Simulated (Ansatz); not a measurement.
An Ansatz (a first-principles code) input (Ansatz, PBEsol, PAW, cutoff 420 eV, no spin-orbit coupling):

Ansatz 0.2 input:
```yaml
crystal:
  lattice:
    - [0.0298479762, 3.4706949078, 3.4706949078]
    - [3.4706949078, 0.0298479762, 3.4706949078]
    - [3.500542884, 3.500542884, 0]
  atoms:
    - { symbol: Ba, position: [0, 0, 0] }
    - { symbol: Te, position: [0.5, 0.5, 0.5] }
basis: { ecutwfc: 420, ecutrho_ratio: 4, xc_grid: 2, fft_grid_basis: typed }
kpoints: { mp_grid: { grid: [8, 8, 8] } }
hamiltonian:
  xc: pbesol
  dispersion: none
  pseudopotentials: { kind: paw }
scf: { occupations: { method: fermi_dirac, width: 0.05 }, convergence: { dr2_threshold: 0.0000000002 } }
relax: { f_tol: 0.005, max_steps: 50 }
output: { forces: true, stress: true }
checkpoint: { write: state.ck, write_every: 1000 }
```

Which symmetry and how many k-points will the program report, and about how many plane waves at Γ?

Space group Immm (ITA 71) with 8 operations, k-points 95 of 512, and 1651 plane waves at Γ.

The cells carry an imposed strain or load. Stability against distortions was not tested. The cell was made from BaTe in the rock salt structure (space group Fm-3m, No. 225) by this change: tensor shear ε_xy = +0.86 %.
